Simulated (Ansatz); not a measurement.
Ansatz (a quantum-chemistry and plane-wave program) run on SrCuSeF (P4mm, 8 atoms in the cell): relaxation of the atoms.

Computed with LDA (PW92), default PAW files made with PBE (plane waves; Ansatz).

The change in words: one atom moved by 0.15 angstrom; relax: default → atoms; relax.f_tol: default → 0.2 eV/Å. Reference geometry:
```yaml
crystal:
  lattice:
    - [4.11428, 0.00000, 0.00000]
    - [0.00000, 4.11428, 0.00000]
    - [0.00000, 0.00000, 8.94572]
  atoms:
    - { symbol: Sr, position: [0.00000, 0.50000, 0.66185] }
    - { symbol: Sr, position: [0.50000, 0.00000, 0.33815] }
    - { symbol: Cu, position: [0.50000, 0.50000, 0.00000] }
    - { symbol: Cu, position: [0.00000, 0.00000, 0.00000] }
    - { symbol: Se, position: [0.50000, 0.00000, 0.83117] }
    - { symbol: Se, position: [0.00000, 0.50000, 0.16883] }
    - { symbol: F, position: [0.00000, 0.00000, 0.50000] }
    - { symbol: F, position: [0.50000, 0.50000, 0.50000] }
```

Reference input (self-consistent single point, DFT, LDA (PW92), plane waves, default PAW files made with PBE): basis.ecutwfc = 420 eV; kpoints.mp_grid.grid = 6 6 3; hamiltonian.xc = lda; hamiltonian.pseudopotentials = {kind: paw} (the program's default PAW files); scf.occupations.method = fixed. This run's input differs from it in these lines:

```diff
@@ -6,3 +6,3 @@
   atoms:
-    - { symbol: Sr, position: [0.000000, 0.500000, 0.661850] }
+    - { symbol: Sr, position: [0.000000, 0.500000, 0.678618] }
     - { symbol: Sr, position: [0.500000, 0.000000, 0.338150] }
@@ -23,2 +23,4 @@
   occupations: { method: fixed }
+relax:
+  f_tol: 0.2
 output:
```

Output (repeated stretches shortened):

```
   [... SCF lines of the steps left out ...]
relax step   1: F+E_penalty+E_count = -32364.77428348 eV  Δ(F+E_penalty+E_count) = +0.000e0 eV  max|allowed force component| = 1.149e0 eV/Å  Δτ_max = 0.0000 Å  (6 SCF iters, dr2 threshold 1.00e-4 eV, accepted)
relax step   2: F+E_penalty+E_count = -32364.92126555 eV  Δ(F+E_penalty+E_count) = -1.470e-1 eV  max|allowed force component| = 4.252e-1 eV/Å  Δτ_max = 0.1913 Å  (7 SCF iters, dr2 threshold 8.25e-5 eV, accepted)
relax step   3: F+E_penalty+E_count = -32364.86932108 eV  Δ(F+E_penalty+E_count) = +5.194e-2 eV  max|allowed force component| = 3.617e-1 eV/Å  Δτ_max = 0.1488 Å  (9 SCF iters, rejected (line search))
relax step   4: F+E_penalty+E_count = -32364.93923039 eV  Δ(F+E_penalty+E_count) = -1.796e-2 eV  max|allowed force component| = 4.163e-2 eV/Å  Δτ_max = 0.0696 Å  (9 SCF iters, accepted)
the relaxation is at rest under the 8 symmetry operations that the run kept from its start: a minimum is not shown …
Free energy (F): -32364.939230 eV
Internal energy: -32364.939230 eV  (E = F + TS)
E sigma→0 (E₀):  -32364.939230 eV
Fermi energy:    9.657126 eV
--- Forces (eV/Å), atoms counted from 1 ---
  atom   1  Sr    -0.00000000     0.00000000    -0.02673775
  atom   2  Sr     0.00000000     0.00000000     0.01647596
  atom   3  Cu    -0.00000000     0.00000000    -0.01081197
  atom   4  Cu     0.00000000     0.00000000    -0.01081197
  atom   5  Se    -0.00000000     0.00000000    -0.00824062
  atom   6  Se     0.00000000     0.00000000     0.04161710
   [... lines left out ...]
    - { symbol: Cu, position: [2.9256796032598232e-34, 0.0, 0.0023497483229035976] }
    - { symbol: Se, position: [0.49999999999999994, 0.0, 0.8402836627373906] }
    - { symbol: Se, position: [-4.564060181085324e-34, 0.49999999999999994, 0.16280653948154464] }
    - { symbol: F, position: [1.4160289279777546e-33, 0.0, 0.5020510080172998] }
    - { symbol: F, position: [0.49999999999999994, 0.49999999999999994, 0.5020510080172998] }
```

The run converged. 

Summary of the result:
Free energy E − TS (on the zero of these files): -32364.9392 eV
Top of the valence band (on the code's own zero): 9.66 eV
Gap on the k-point mesh: 0.81 eV
Pressure: -6.82 GPa
Largest force (vector length): 0.042 eV/Å
Relaxation steps: 4

The starting cell comes from a database of computed structures (which also holds hypothetical and non-ambient phases and stackings), without a prior relaxation at this level. Its lattice was rescaled by up to half a per cent. For this run, on top of that: one atom moved by 0.15 angstrom. The relaxation keeps the symmetry of its start, so its end need not be a minimum. Ansatz's pressure includes its estimate of the finite-basis (Pulay) stress.

Cost on one core of a shared machine: roughly 80 s.

Keys are those of Ansatz 0.2.
